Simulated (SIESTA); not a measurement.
A user runs SIESTA on LaCo2Ni3 (P6/mmm, 6 atoms in the cell) and asks whether the run is sound. The aim is a self-consistent single point with DFT, GGA PBEsol, numerical atomic orbitals TZP, PseudoDojo PBEsol standard norm-conserving potentials (rewritten from UPF to PSML).

Cell that was meant: a = 4.9501 Å, b = 4.9501 Å, c = 4.0078 Å, α = 90.00°, β = 90.00°, γ = 120.00°.

Part of the input:

```
Spin                         polarized
%block DM.InitSpin
  1 +0.00
  2 +0.00
  3 +0.00
  4 +0.00
  5 +0.00
  6 +0.00
%endblock DM.InitSpin

MaxSCFIterations             150
```

Output (repeated stretches shortened):

```
reinit: Reading from file input.fdf

reinit: System Name: LaCo2Ni3
reinit: System Label: siesta

NOTE on units for spin output:
   [... lines left out ...]
        0.000000    0.000000    4.007840

outcell: Cell vector modules (Ang)   :    4.950070    4.950070    4.007840
outcell: Cell angles (23,13,12) (deg):     90.0000     90.0000    120.0000
outcell: Cell volume (Ang**3)        :     85.0479
new_DM -- step:     1
Initializing Density Matrix...

Attempting to read DM from file... Failed...
DM filled with atomic data (user-defined):

InitMesh: MESH = 54 x 54 x 50 = 145800
InitMesh: Mesh cutoff (required, used) =   400.000   430.151 Ry

stepf: Fermi-Dirac step function
        iscf     Eharris(eV)        E_KS(eV)     FreeEng(eV)     dDmax    Ef(eV) dHmax(eV)
   scf:    1   -22653.039701   -22858.181722   -22858.543274  2.273818 -2.192712 38.397972
     spin moment: {S} , |S| = {        0.0        0.0    0.00000 }     0.00000
   scf:    2   -22756.669064   -22890.771625   -22891.111374  0.627143 -3.440282 36.193366
     spin moment: {S} , |S| = {        0.0        0.0    0.00000 }     0.00000
   scf:    3   -22901.028855   -22941.729739   -22942.068338  0.230561 -4.311126 12.539446
   [... lines left out ...]
     spin moment: {S} , |S| = {        0.0        0.0    0.00000 }     0.00000
   scf:   15   -22951.787481   -22951.787511   -22952.197064  0.000071 -4.926646  0.000563
     spin moment: {S} , |S| = {        0.0        0.0    0.00000 }     0.00000
   scf:   16   -22951.787492   -22951.787501   -22952.197065  0.000029 -4.926717  0.000418
     spin moment: {S} , |S| = {        0.0        0.0    0.00000 }     0.00000
   scf:   17   -22951.787499   -22951.787500   -22952.197065  0.000009 -4.926749  0.000359
     spin moment: {S} , |S| = {        0.0        0.0    0.00000 }     0.00000
SCF Convergence by DM+H criterion
max |DM_out - DM_in|         :     0.0000088690
max |H_out - H_in|      (eV) :     0.0003590079
SCF cycle converged after 17 iterations

Using DM_out to compute the final energy and forces

siesta: E_KS(eV) =           -22951.7875

siesta: E_KS - E_eggbox =    -22951.7875

siesta: Atomic forces (eV/Ang):
     1    0.000000    0.000000    0.000000
     2    0.000036   -0.000019   -0.000000
     3   -0.000036    0.000019   -0.000000
     4   -0.000000    0.000000    0.000000
     5    0.000000   -0.000000    0.000000
     6   -0.000000   -0.000000    0.000000
   Tot    0.000000   -0.000000    0.000000
   Max    0.000036
   Res    0.000014    sqrt( Sum f_i^2 / 3N )
   Max    0.000036    constrained

   [... lines left out ...]
siesta: FreeEng =    -22952.197065
siesta: Cell volume =         85.047911 Ang**3
siesta:         -83.72093421        -83.72019797  kBar
   [... lines left out ...]

Mulliken Atomic Populations:
Atom #   charge [q] valence [e]      Sz [e]  Species
     1    -1.334428   12.334428    0.000000  La
     2     0.442789   16.557211    0.000000  Co
     3     0.442792   16.557208    0.000000  Co
     4     0.149614   17.850386    0.000000  Ni
     5     0.149617   17.850383    0.000000  Ni
     6     0.149615   17.850385    0.000000  Ni
 Total     0.000000                0.000000
```

**Question.** Is anything amiss in this input, and did it matter?

**Answer.** The run is not sound. The fault is a spin-polarised run without starting moments. If both spin channels start alike, symmetry can keep them alike, and the run can end in a non-magnetic state; some programs refuse such an input or seed a moment themselves. To fix it, give starting moments. The run converged in 17 iterations without an error; against the sound input the free energy goes up by 55.2 meV/atom, the pressure goes from -5.67 to -8.37 GPa and the size of the net moment goes from 0.66 to 0.00 μB/atom.

An input that runs soundly differs in these lines (not the only fix; some lines may just follow from the change or write a value another way):
```diff
-  2 +0.00
-  3 +0.00
-  4 +0.00
-  5 +0.00
-  6 +0.00
+  2 +3.00
+  3 +3.00
+  4 +2.00
+  5 +2.00
+  6 +2.00
```

With that input, the run converged in 29 iterations: free energy E − TS -22952.5283 eV; Fermi level (on the code's own zero) -4.76 eV; pressure -5.67 GPa; size of the cell's spin moment 3.95 μB; site moments (μB, in the program's spheres or projections) La -0.28, Co 1.50, Co 1.50, Ni 0.41, Ni 0.41, Ni 0.41 (DFT, GGA PBEsol, numerical atomic orbitals TZP, PseudoDojo PBEsol standard norm-conserving potentials (rewritten from UPF to PSML)).

On the sound input: the starting cell comes from a database of computed structures (which also holds hypothetical and non-ambient phases and stackings), without a prior relaxation at this level. The magnetic order is the one reached from the typed start; others were not searched systematically. Values carry the incompleteness of an atom-centred basis. With a pressure of about -6 GPa the cell is away from its equilibrium volume at this level.
